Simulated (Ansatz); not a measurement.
Effect of Zr → Hf on ZrO2

The parent structure is ZrO2 (space group P2_1/c, No. 14; a = 5.153 Å, b = 5.225 Å, c = 5.332 Å, α = γ = 90.00°, β = 99.40°).

It is then changed as follows: full substitution Zr → Hf, then cell and atoms are relaxed.

Method: r2SCAN/PAW in Ansatz (an electronic-structure program), scalar-relativistic without spin-orbit coupling, earlier PAW set. Settings: 5×5×5 k-points, 0.05 eV Fermi–Dirac smearing.

- Volume per atom: 11.54 Å³ (base 11.80 Å³)
- Density: 10.10 g/cm³ (base 5.78 g/cm³)
- Shortest interatomic distance: 2.041 Å (base 2.053 Å)
- Band gap: 4.60 eV (base 4.16 eV)
- Gap character: indirect, Γ → Y₂ (base indirect, Γ → Y₂)
- Smallest direct gap: 4.68 eV (base 4.23 eV)
- Width of the top valence band: 0.74 eV (base 0.69 eV)
- Valence-band top at Γ (three highest levels, from the VBM): 0.00, -0.20, -0.52 eV (base 0.00, -0.19, -0.52 eV)

With Hf present, leaving out spin-orbit coupling can change the band edges. Stability against distortions was not tested.
